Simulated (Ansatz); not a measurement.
**CsPbCl3: band gap against strain**

CsPbCl3 (cubic perovskite, Pm-3m, 37.737 Å³/atom at rest, cube axes along x, y and z) under an equal strain ε along all three axes. PBE in Ansatz, a plane-wave DFT program (PAW, default set), 420 eV, 6×6×6 Γ-centred mesh, Fermi-Dirac smearing 0.05 eV; ions are relaxed within the symmetry of each cell. Gaps are the smallest over the k-mesh and a band path, without spin-orbit coupling; in all rows the valence edge lies at about 0.9 Å⁻¹ from Γ and the conduction edge at about 0.9 Å⁻¹ from Γ.

Here s stands for strain and Eg for gap.

| strain (%) | gap (eV) |
|---|---|
| 0.00 | 2.21 |
| 0.60 | 2.27 |
| 1.20 | 2.33 |
| 1.80 | 2.38 |
| 3.00 | ? |

The 4 complete rows are fitted with a straight line, Eg against s. Means: s 0.90000, Eg 2.298. About the means, the sum of products is 0.17100 and the sum of squares of s is 1.8000; the slope is their ratio. Least squares gives Eg = 2.212 + 0.0950·s. Residuals (row less fit): -0.002, 0.001, 0.004, -0.003; standard error 0.004 (degrees of freedom: 2). Over these rows the gap moves by 9.5 ± 0.3 eV per unit strain, or 3.2 eV per unit of ln V.

What does the fit predict for Eg at s = 3.00, and how far is the calculated value from it?

Eg = 2.212 + 0.0950 × 3.0 = 2.497 eV. The calculation gives 2.48 eV, 0.017 eV below the prediction (6.3 % of the range of Eg in the table). The row lies outside the fitted rows, so this is an extrapolation. The fitted rows scatter only by rounding.

The primitive cell can neither tilt nor turn polar against its symmetry, as such crystals can under strain. CsPbCl3 is here the ideal cubic form; the compound distorts at low or room temperature. Spin-orbit coupling is left out, which can shift this property for CsPbCl3. Rows are the converged runs of the series near zero and its far end; series whose fitted rows scatter by over a few per cent of the range, as at a crossing or softening among them, aren't shown in this form. Most that stay on the fit to the last digits aren't either.
